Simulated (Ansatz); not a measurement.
## By hand: formation energy of Au_Cu in Cu (fcc, Fm-3m)

This concerns the formation energy of Au_Cu in Cu (fcc, Fm-3m). Reaction: 63 Cu (fcc) + Au (fcc) → cell A.

A: a supercell of 64 sites of Cu (fcc, Fm-3m) with Au on a Cu site (12 Cu at 2.63 Å); spin state with PBE: run without spin.

Method: Ansatz (a program for electronic structure), PAW, neutral cells at 0 K with nuclei at rest, on structures from PBE. Ansatz runs with its PAW set soft_1. Other levels take these structures. The lattices are those relaxed with PBE, so at other levels the solids can be strained, which adds to the spread. Larger cells are relaxed from a start prepared with the learned potential CHGNet, on a coarser mesh till forces fall under 0.03 eV/Å, which some starts already meet. A dispersion term (D3(BJ), or D4 for r2SCAN) was computed beside these levels and is taken off wherever the name lacks it. Space groups of crystals are read within 0.01 Å. The runs are scalar-relativistic, without spin-orbit coupling. Mesh and cell size may move defect energies by 0.1 eV or more. Cell A has symmetry Fm-3m within 0.02 Å and got no random move, so less symmetric positions, which may lie lower, weren't tried.

Total energies of the cells in eV, at zero smearing width. They compare only within one column; the weights balance every element.

```tsv
cell	atoms	weight	PBE	r2SCAN+D4
A: Cu:Au_Cu	64	+1	-430537.80881	-430946.08955
Cu (fcc)	64	−63/64	-424011.80683	-424411.90960
Au (fcc)	1	−1	-13151.21181	-13165.35402
```

PBE: (-430537.80881) − 63/64 × (-424011.80683) − (-13151.21181) = 0.025 eV.

r2SCAN+D4: (-430946.08955) − 63/64 × (-424411.90960) − (-13165.35402) = -0.262 eV.
